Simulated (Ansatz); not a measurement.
Take HfO2 (space group Pca2_1, No. 29; a = 5.228 Å, b = 5.017 Å, c = 5.042 Å) as the base. Axes: x, y, z lie along a, b, c of the conventional cell.

Calculations: Ansatz (a program for electronic structure) PBEsol, without spin-orbit coupling.

Base values:

The band gap is 4.36 eV.

Modification: tensor shear ε_xy = +2.63 % (engineering shear γ = 0.0526), atoms relaxed at fixed cell.

### Question
Estimate the effect on the largest internal atomic displacement and band gap.

### Answer
The largest internal atomic displacement comes out as 0.029 Å; the band gap shrinks by 0.04 eV to 4.32 eV.

With Hf present, leaving out spin-orbit coupling can change the band edges. The cells carry an imposed strain or load. Stability against distortions was not tested. This is not the structure that HfO2 has at room temperature and ambient pressure.
